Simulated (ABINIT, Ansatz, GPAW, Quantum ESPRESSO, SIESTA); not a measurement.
One structure in several programs: YPt2 (Fd-3m, 6 atoms in the cell)

Self-consistent single point, at a second geometry (lattice scaled by 0.98). First geometry:

```xyz
6
Lattice="0.0000 3.8254 3.8254 3.8254 0.0000 3.8254 3.8254 3.8254 0.0000" Properties=species:S:1:pos:R:3 pbc="T T T"
Y      3.8254     3.8254     3.8254
Y      5.7381     5.7381     5.7381
Pt     0.9563     2.8690     2.8690
Pt     2.8690     2.8690     0.9563
Pt     2.8690     0.9563     2.8690
Pt     0.9563     0.9563     0.9563
```

Shared settings, as Ansatz (a first-principles code) writes them: kpoints.mp_grid.grid = 6 6 6; scf.occupations.method = gaussian; scf.occupations.width = 0.0073 Ry. Potentials and cutoffs stand in the table.

```json
[
 {"code": "Ansatz", "model": "PBEsol, default PAW files made with PBE", "ΔF from the first geometry (meV/atom)": "11.5", "pressure (GPa)": "7.82", "cutoff": "30.9 Ry"},
 {"code": "GPAW", "model": "PBEsol, GPAW PAW datasets PBEsol (made by gpaw-setup)", "ΔF from the first geometry (meV/atom)": "10.1", "pressure (GPa)": "7.44", "cutoff": "550 eV"},
 {"code": "ABINIT", "model": "PBEsol, norm-conserving pseudopotentials (PseudoDojo nc-sr-04 PBEsol standard)", "ΔF from the first geometry (meV/atom)": "10.3", "pressure (GPa)": "7.63", "cutoff": "1143 eV"},
 {"code": "Quantum ESPRESSO", "model": "PBEsol, GBRV 1.5 ultrasoft (PBESOL) pseudopotentials", "ΔF from the first geometry (meV/atom)": "9.9", "pressure (GPa)": "6.93", "cutoff": "40 Ry"},
 {"code": "SIESTA", "model": "GGA PBEsol, numerical atomic orbitals TZP, PseudoDojo PBEsol standard norm-conserving potentials (rewritten from UPF to PSML)", "ΔF from the first geometry (meV/atom)": "-2.1", "pressure (GPa)": "6.18", "cutoff": "grid 300 Ry"}
]
```

For Quantum ESPRESSO (by 0.6 GPa) the energy change implies a higher mean pressure, against the two pressures, than for the other programs: a sign of finite-basis (Pulay) stress.

On Ansatz's run: spin-orbit coupling is off. Spin polarisation is off.

The spread over the programs that give each value: ΔF from the first geometry within 13.6 meV/atom; pressure within 1.64 GPa.

SIESTA uses small atom-centred bases, whose incompleteness enters pressures, forces and empty levels differently from a plane-wave cutoff. Ansatz's pressure is given at a fixed set of plane waves, as the other plane-wave codes print theirs; with its correction for the finite basis it is 7.86 GPa. In the pressure, SIESTA (by 1.35) lies more than 1 GPa from the median of the plane-wave programs.

The starting cell comes from a database of computed structures (which also holds hypothetical and non-ambient phases and stackings), without a prior relaxation at this level. For this run, on top of that: lattice scaled by 0.98.

Left out of this page: Elk and FLEUR (not drawn, or without a comparable value).

Keys are those of Ansatz 0.2.
